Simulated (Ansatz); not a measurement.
# Effect of isotropic strain −1.00 % on ZrSe2

Take ZrSe2 in the CdI2 type structure (space group P-3m1, No. 164; a = 3.7351 Å, c = 6.0315 Å; layered, stacked along the Cartesian z axis) as the base.

One thing is altered: an isotropic linear strain of −1.00 %, atoms relaxed at fixed cell.

All numbers come from Ansatz (an electronic-structure program), PBE-D3(BJ), PAW, cutoff 420 eV, spin-orbit coupling left out. Settings: 14×14×8 k-points, 0.05 eV Fermi–Dirac smearing.

```csv
quantity,base,changed,shift
volume per atom,24.29 Å³,23.57 Å³,-0.72 Å³
space group,P-3m1 (No. 164),P-3m1 (No. 164),–
shortest interatomic distance,2.684 Å,2.675 Å,-0.0096 Å
energy relative to the base (free energy F),0 meV/atom,+2.8 meV/atom,+2.8 meV/atom
band gap,zero,zero,–
largest internal atomic displacement,–,0.029 Å,–
```

Whether these cells are dynamically stable was not tested. The final runs are not spin-polarised. Gaps under 0.05 eV, about the width of the smearing, are given as zero. The zero or small gap of ZrSe2 can change with the level of theory.
